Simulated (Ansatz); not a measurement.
## A computed series for Mo: response to strain

Base system: Mo in the bcc (W type) structure (space group Im-3m, No. 229; a = 3.1510 Å; relaxed with 0.1 eV smearing). Axes: x, y, z lie along the cube axes.

Strains are applied to the cell and any free atomic positions relax; under biaxial strain the out-of-plane vector relaxes too.

Level of theory: Ansatz (a first-principles code) r2SCAN, without spin-orbit coupling.

Notes on the quantities. energy relative to the base: free energy F; in-plane stress: mean in-plane stress (compression positive).

```tsv
change	energy relative to the base	in-plane stress	shortest interatomic distance
base	0 meV/atom	–	2.729 Å
biaxial strain −2.50 %, plane normal [111], relaxed out of plane	+26 meV/atom	___	2.677 Å
biaxial strain −2.08 %, plane normal [111], relaxed out of plane	+18 meV/atom	+9.0 GPa	2.685 Å
biaxial strain −1.67 %, plane normal [111], relaxed out of plane	+12 meV/atom	+7.2 GPa	2.694 Å
biaxial strain −1.25 %, plane normal [111], relaxed out of plane	___	+5.3 GPa	2.702 Å
biaxial strain −0.83 %, plane normal [111], relaxed out of plane	+2.8 meV/atom	+3.5 GPa	2.711 Å
biaxial strain −0.42 %, plane normal [111], relaxed out of plane	___	___	2.720 Å
```

Q: Fill in the withheld entries from the trend.

A: 
- biaxial strain −2.50 %, plane normal [111], relaxed out of plane, in-plane stress: +10.9 GPa
- biaxial strain −1.25 %, plane normal [111], relaxed out of plane, energy relative to the base: +6.5 meV/atom
- biaxial strain −0.42 %, plane normal [111], relaxed out of plane, energy relative to the base: +0.7 meV/atom
- biaxial strain −0.42 %, plane normal [111], relaxed out of plane, in-plane stress: +1.8 GPa

Whether these cells are dynamically stable was not tested. The final runs are not spin-polarised.
